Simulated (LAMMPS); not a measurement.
Size effects in liquid Al (fcc) at 1030 K and zero pressure.

Level of theory: classical MD, pair style eam, file Al_jnp.eam (LAMMPS).

```
atoms                  volume  first peak of g(r)                        D(Al)  rough cost (core-seconds per simulated ps)
-----  ----------------------  ------------------  ---------------------------  ------------------------------------------
256    17.784 ± 0.004 Å³/atom  2.77 Å, height 2.9    (3.6 ± 0.3) × 10^-5 cm²/s                                         0.3
4000   17.795 ± 0.001 Å³/atom  2.76 Å, height 2.8  (4.23 ± 0.06) × 10^-5 cm²/s                                         2.4
16384  17.795 ± 0.001 Å³/atom  2.75 Å, height 2.8  (4.23 ± 0.05) × 10^-5 cm²/s                                           9
```

Periodic images slow diffusion in small cells, by a term that falls as 1/L. Costs are rough.

Errors of D are the spread over four groups of atoms in one short run; a floor of about 5 %, a picked value, is safer.

The ± values are statistical; the model's systematic error is not in them.
